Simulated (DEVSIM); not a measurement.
Structure: Au/HfO2/SiO2/p-Si capacitor, at 300 K.

```csv
layer (left to right),material,thickness (nm),Na (cm⁻³)
1,HfO2,27.0,-
2,SiO2,1.20,-
3,Si,1200,2.3e17
```

Metal gate on the left, work function 5.1 eV. Fixed charge at the semiconductor interface 0 cm⁻² (in units of +e); no interface traps.

This is a model device: material constants are rounded textbook-type values typed into the input, and sizes, dopings and lifetimes were drawn at random. Values at 300 K.

| parameter | HfO2 | SiO2 | Si |
|---|---|---|---|
| gap (eV) | 5.7 | 9 | 1.124 |
| affinity (eV) | 2.5 | 0.9 | 4.05 |
| permittivity | 22 | 3.9 | 11.7 |
| Nc (cm⁻³) | - | - | 2.86e19 |
| Nv (cm⁻³) | - | - | 3.1e19 |

Model (solved in DEVSIM): 1D Poisson equation in equilibrium, Boltzmann statistics, complete ionisation; no quantum confinement or tunnelling. Metal contacts follow the ideal Schottky-Mott rule: no Fermi-level pinning, no interface dipoles.

The interface trap density was swept, all else fixed.

```json
[
 {"interface trap density (cm^-2 eV^-1)": "0", "flat-band voltage (V)": "0.05", "threshold voltage (band bending 2φF) (V)": "1.37", "minimum of the low-frequency capacitance (μF/cm²)": "0.128"},
 {"interface trap density (cm^-2 eV^-1)": "1e10", "flat-band voltage (V)": "0.05", "threshold voltage (band bending 2φF) (V)": "1.37", "minimum of the low-frequency capacitance (μF/cm²)": "0.129"},
 {"interface trap density (cm^-2 eV^-1)": "1e11", "flat-band voltage (V)": "0.05", "threshold voltage (band bending 2φF) (V)": "1.39", "minimum of the low-frequency capacitance (μF/cm²)": "0.138"},
 {"interface trap density (cm^-2 eV^-1)": "3e11", "flat-band voltage (V)": "0.04", "threshold voltage (band bending 2φF) (V)": "1.43", "minimum of the low-frequency capacitance (μF/cm²)": "0.155"},
 {"interface trap density (cm^-2 eV^-1)": "1e12", "flat-band voltage (V)": "-0.01", "threshold voltage (band bending 2φF) (V)": "1.56", "minimum of the low-frequency capacitance (μF/cm²)": "0.207"},
 {"interface trap density (cm^-2 eV^-1)": "2e12", "flat-band voltage (V)": "-0.06", "threshold voltage (band bending 2φF) (V)": "1.74", "minimum of the low-frequency capacitance (μF/cm²)": "0.263"}
]
```

From the first row to the last the flat-band voltage goes from 0.05 to -0.06. From the first row to the last the threshold voltage (band bending 2φF) goes from 1.37 to 1.74.
